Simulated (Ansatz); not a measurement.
**Convergence study of zone-centre phonons against the mesh for AuAl₂ (Fm-3m, 3 atoms in the cell)**

```
CELL_PARAMETERS angstrom
      0.00000     3.01500     3.01500
      3.01500     0.00000     3.01500
      3.01500     3.01500     0.00000
ATOMIC_POSITIONS crystal
  Al 0.25000 0.25000 0.25000
  Al 0.75000 0.75000 0.75000
  Au 0.00000 0.00000 0.00000
```

Method of the run: PBE (plane waves, PAW; Ansatz, an electronic-structure program).

Base settings: basis.ecutwfc = 30.9 Ry; kpoints.mp_grid.grid = 10 10 10; hamiltonian.xc = pbe; hamiltonian.pseudopotentials = {kind: paw} (the program's default PAW files); scf.occupations.method = fermi_dirac; scf.occupations.width = 0.0073 Ry.

In this ladder: phonons.method = dfpt.

Frequencies are those of the unrelaxed cell, without the LO-TO term of polar crystals.

Only quantities that move along the ladder and can be compared are tabulated.

Core times come from one kind of shared machine, to one figure; runs under 30 s give none.

The starting cell has typed, rounded lattice constants, without a prior relaxation at this level. Its lattice was rescaled by up to half a per cent.

| kpoints.mp_grid.grid | highest zone-centre frequency (cm⁻¹) | lowest optical frequency (cm⁻¹) | core time / last (rough) |
|---|---|---|---|
| 3 3 3 | 236.1 | 63.7 | – |
| 4 4 4 | 236.8 | 229.4 | – |
| 5 5 5 | 269.7 | 224.4 | – |
| 6 6 6 | 258.0 | 225.2 | – |
| 7 7 7 | 268.0 | 227.0 | – |
| 9 9 9 | 254.7 | 225.3 | – |
| 11 11 11 | 254.0 | 225.8 | – |
| 14 14 14 | 255.7 | 225.6 | 0.3 |
| 17 17 17 | 258.0 | 225.7 | 0.5 |
| 22 22 22 | 257.5 | 225.6 | 1 |

Coarsest kpoints.mp_grid.grid that holds the lowest optical frequency within 1 cm⁻¹ of the last step, with all finer ones: 9 9 9; the step before is off by 1.3 cm⁻¹.

Coarsest kpoints.mp_grid.grid that holds the highest zone-centre frequency within 1 cm⁻¹ of the last step, with all finer ones: 17 17 17; the step before is off by 1.8 cm⁻¹.

Two neighbours can agree and both be off: 3 3 3 and 4 4 4 differ by 0.7 cm⁻¹ in the highest zone-centre frequency, yet lie about 21 cm⁻¹ from the last step.

Keys are those of Ansatz 0.2.
